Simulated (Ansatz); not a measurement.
The parent structure is AgCl in the rock salt structure (space group Fm-3m, No. 225; a = 5.447 Å).

Method: PBEsol/PAW in Ansatz (a first-principles code), no SOC.

Strains are applied to the cell and any free atomic positions relax.

One change was made to it. Results:

The pressure goes from zero to 8.9 kbar; the mean gap deformation potential ΔEg/Δln V amounts to 0.0 eV; the valley order (the lowest conduction-band minima on the path, energy above the VBM, named in the base's zone) goes from Γ 0.72 eV; X along ⟨100⟩ 2.13 eV to Γ 0.73 eV; X along ⟨100⟩ 2.10 eV.

**Question.** Which change produced these results?
A) isotropic strain −0.50 %
B) isotropic strain +1.00 %
C) isotropic strain −2.50 %
D) isotropic strain −3.00 %

**Answer.** A, isotropic strain −0.50 %. For comparison, the valley order in the other runs: isotropic strain +1.00 % gives Γ 0.73 eV; X along ⟨100⟩ 2.19 eV; isotropic strain −2.50 % gives Γ 0.74 eV; X along ⟨100⟩ 1.98 eV; isotropic strain −3.00 % gives Γ 0.75 eV; X along ⟨100⟩ 1.94 eV.

Whether these cells are dynamically stable was not tested.
